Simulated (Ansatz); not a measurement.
Worked calculations on one periodic cell of amorphous Hf₁₈O₃₈Si: Hf18O38Si, 57 atoms, volume 733.3 Å³, made by a melt-quench on the CHGNet potential and relaxed with DFT. O atoms were pushed apart under 1.9 Å during the dynamics, to hinder bonds among them. It is a model cell: composition and starting density were chosen by hand, and all elements were melted together. Calculation: PBE, scalar-relativistic without spin-orbit coupling (plane waves to 420 eV, PAW; Ansatz, a first-principles code). Sampling: a 2×2×2 Γ-centred mesh; Fermi-Dirac width 0.02 eV; no spin polarisation. Its volume was relaxed, its shape was free, and it stands at a mean pressure of 0.1 GPa with stress components up to 0.1 GPa; the relaxation ran on the zone centre alone. Its density went from a set 8.61 to 8.72 g/cm³. The cell is small and was quenched far faster than a real film, so it is one sample of the glass.

Question: Count formal charges (Hf +4, O -2, Si +4). What does the count lead one to expect at the Fermi level, and what does the calculation give?

Answer: 18 × (+4) + 38 × (-2) + 1 × (+4) = 0. The charges balance, so the anion-derived valence states can be full and a gap can open. On this mesh the highest filled and lowest empty level lie 3.75 eV apart, the PBE gap of this cell, with a localised state at one edge or both.

Four energies for an added electron at PBE on the zone centre alone (charged cells in a uniform background, spin-polarised): neutral at the neutral geometry -305272.819 eV; charged at the neutral geometry -305257.178 eV; charged and relaxed -305257.592 eV; neutral at the charged geometry -305272.156 eV.

Question: Find the two relaxation energies and their sum, the reorganisation energy.

Answer: On charging: -305257.178 − (-305257.592) = 0.414 eV. On discharging: -305272.156 − (-305272.819) = 0.663 eV. The sum is 1.077 eV. The carrier's level spreads over 11 of the 57 atoms' worth, so it counts as partly localised, most on one Hf atom with neighbours O 1.96 Å, O 2.10 Å, O 2.12 Å, O 2.18 Å, O 2.21 Å, O 2.36 Å, O 2.41 Å (neutral geometry). The values are uncorrected: the image energy of a point charge in this cell, 2.84 × 14.40 / (2 × 9.0) = 2.3 eV before screening, is screened by electrons alone at the fixed geometry and by ions too after relaxing, and the carrier can be spread before it relaxes, so each term can be off by up to that value times 1/ε∞, some tenths of an eV. PBE's self-interaction favours spread-out carriers, so a hybrid can localise more.

Four energies for a hole at PBE on the zone centre alone (charged cells in a uniform background, spin-polarised): neutral at the neutral geometry -305272.819 eV; charged at the neutral geometry -305284.472 eV; charged and relaxed -305284.751 eV; neutral at the charged geometry -305272.103 eV.

Question: Find the two relaxation energies and their sum, the reorganisation energy.

Answer: On charging: -305284.472 − (-305284.751) = 0.279 eV. On discharging: -305272.103 − (-305272.819) = 0.716 eV. The sum is 0.995 eV. The carrier's level spreads over 4 of the 57 atoms' worth, so it counts as localised, most on one O atom with neighbours Hf 2.04 Å, Hf 2.13 Å, Hf 2.24 Å (neutral geometry). The values are uncorrected: the image energy of a point charge in this cell, 2.84 × 14.40 / (2 × 9.0) = 2.3 eV before screening, is screened by electrons alone at the fixed geometry and by ions too after relaxing, and the carrier can be spread before it relaxes, so each term can be off by up to that value times 1/ε∞, some tenths of an eV. PBE's self-interaction favours spread-out carriers, so a hybrid can localise more.
